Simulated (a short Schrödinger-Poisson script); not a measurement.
Structure: MOS inversion layer, SiO2 on p-type Si(100), at 400 K.

From the gate side: 3.7 nm SiO2; 360 nm Si, acceptors 1.4e18 cm⁻³.

The device is made up for the run: typed textbook-type constants, with dimensions and the other settings drawn at random. SiO2: permittivity 3.9, conduction-band edge (eV) 3.15, gap (eV) 9, electron mass (mₑ) 0.5. Si: permittivity 11.7, conduction-band edge (eV) 0, gap (eV) 1.124, Nv at 300 K (cm⁻³) 3.1e19.

Channel valleys (confinement mass, in-plane density-of-states mass, number): Δ2 0.916, 0.19, 2; Δ4 0.19, 0.417, 4. At the gate the conduction-band edge of layer 1 lies 3.52 eV − eVg above the Fermi level of the channel; the field vanishes at the back. Gaps are held at their typed values at every temperature. Mesh 0.03 nm at interfaces.

Solved with a short Schrödinger-Poisson script written for these runs: 1D Poisson equation in equilibrium, electrons quantum, Hartree (BenDaniel-Duke, 12 states a valley, the channel's in-plane mass for all, wave functions free to enter the dielectric), parabolic valleys, classical holes, full ionisation, no traps, pinning or gate leakage.

| Vg (V) | electrons (cm⁻²) | C (μF/cm²) | Δ2 E0 (meV from the Fermi level) | Δ4 E0 (meV from the Fermi level) |
|---|---|---|---|---|
| 0.9 | 6.24e9 | 0.280 | 253.7 | 317.4 |
| 1.05 | 8.84e10 | 0.403 | 161.1 | 227.2 |
| 1.2 | 4.54e11 | 0.627 | 103.1 | 171.7 |
| 1.35 | 1.04e12 | 0.728 | 72.9 | 143.7 |
| 1.5 | 1.71e12 | 0.772 | 53.8 | 126.8 |
| 1.65 | 2.43e12 | 0.796 | 40.0 | 115.0 |
| 1.8 | 3.17e12 | 0.810 | 29.0 | 106.0 |
| 1.95 | 3.92e12 | 0.821 | 19.8 | 98.7 |
| 2.1 | 4.69e12 | 0.828 | 11.8 | 92.6 |
| 2.25 | 5.46e12 | 0.834 | 4.7 | 87.2 |
| 2.4 | 6.24e12 | 0.839 | -1.7 | 82.5 |
| 2.55 | 7.03e12 | 0.843 | -7.7 | 78.3 |
| 2.7 | 7.81e12 | 0.846 | -13.2 | 74.4 |
| 2.85 | 8.61e12 | 0.849 | -18.4 | 70.8 |
| 3 | 9.40e12 | 0.852 | -23.3 | 67.5 |
| 3.15 | 1.02e13 | 0.854 | -27.9 | 64.4 |
| 3.3 | 1.10e13 | 0.856 | -32.4 | 61.5 |

Gate voltages with under 1e9 electrons/cm² are left out.

**Question.** At Vg = 3.3 V the lowest Δ2 subband lies at -32.4 meV from the Fermi level. How many electrons does it hold, and what share of all?

**Answer.** The two-dimensional density of states is g m/(πħ²) = 1.59e11 cm⁻² meV⁻¹ (both spins), kT = 34.5 meV, so n = D kT ln(1 + exp(−E/kT)) = 6.95e12 cm⁻², 0.63 of the 1.10e13 cm⁻² in all.

**Question.** Compare the slope of the sheet density between 3 and 3.3 V with the geometric capacitance of the layers between gate and channel.

**Answer.** q Δn/ΔV = 0.854 μF/cm²; ε0/Σ(t/ε) = 0.933 μF/cm². The ratio is 0.92: the channel acts as a further capacitance in series.
